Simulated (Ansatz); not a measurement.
## Effect of tensor shear ε_xy = +2.00 % on BAs

Start from BAs in the zinc blende structure (space group F-43m, No. 216; a = 4.768 Å). Axes: x, y, z lie along the cube axes.

The change: a pure shear with ε_xy = ε_yx = 0.0200; the atoms relax in the strained cell.

All numbers come from Kohn–Sham DFT with the PBEsol functional, run in Ansatz (a first-principles code) with PAW and 420 eV plane waves, no spin-orbit coupling. Γ-centred 12×12×12 mesh, Fermi–Dirac width 0.05 eV.

```json
[
 {"quantity": "space group", "base": "F-43m (No. 216)", "changed": "Imm2 (No. 44)", "shift": "–"},
 {"quantity": "shortest interatomic distance", "base": "2.065 Å", "changed": "2.048 Å", "shift": "-0.017 Å"},
 {"quantity": "energy relative to the base (free energy F)", "base": "0 meV/atom", "changed": "+10 meV/atom", "shift": "+10 meV/atom"},
 {"quantity": "pressure (mean of the normal stresses, compression positive)", "base": "0.0 kbar", "changed": "1.6 kbar", "shift": "+1.6 kbar"},
 {"quantity": "band gap", "base": "1.08 eV", "changed": "0.73 eV", "shift": "-0.35 eV"},
 {"quantity": "gap character", "base": "–", "changed": "indirect, Γ → X", "shift": "–"},
 {"quantity": "smallest direct gap", "base": "3.25 eV", "changed": "2.78 eV", "shift": "-0.475 eV"},
 {"quantity": "valence-band top at Γ (three highest levels, from the VBM)", "base": "0.00, 0.00, 0.00 eV", "changed": "0.00, -0.20, -0.34 eV", "shift": "–"},
 {"quantity": "stress (xx, yy, zz, yz, xz, xy; compression positive)", "base": "–", "changed": "(0.26, 0.26, -0.04, 0.00, 0.00, -6.01) GPa", "shift": "–"}
]
```

Whether these cells are dynamically stable was not tested. k-point labels follow each cell's own Brillouin zone.
